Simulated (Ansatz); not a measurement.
TaSe2 (P6₃/mmc, No. 194; undistorted form, which takes a superstructure on cooling), treated with LDA (plane waves, PAW; Ansatz, a quantum-chemistry and plane-wave program).

Rigid layers of the crystal as relaxed at this level are moved apart or together:

| run | k mesh | layer repeat (Å) | energy against free layers (meV/Å²) | gap on the mesh (eV) |
|---|---|---|---|---|
| 1 | 12×12×4 | 6.05 | -18.21 | 0.000 |
| 2 | 12×12×4 | 6.2 | -18.12 | 0.000 |
| 3 | 12×12×4 | 6.35 | -17.04 | 0.000 |
| 4 | 12×12×4 | 6.55 | -14.87 | 0.000 |
| 5 | 12×12×4 | 6.85 | -11.10 | 0.000 |
| 6 | 12×12×4 | 7.35 | -5.88 | 0.000 |
| 7 | 12×12×2 | 8.35 | -1.21 | 0.000 |
| 8 | 12×12×2 | 10.35 | -0.03 | 0.000 |

The lowest energy of these points lies at a layer repeat of 6.05 Å.

Spin–orbit coupling is not included.
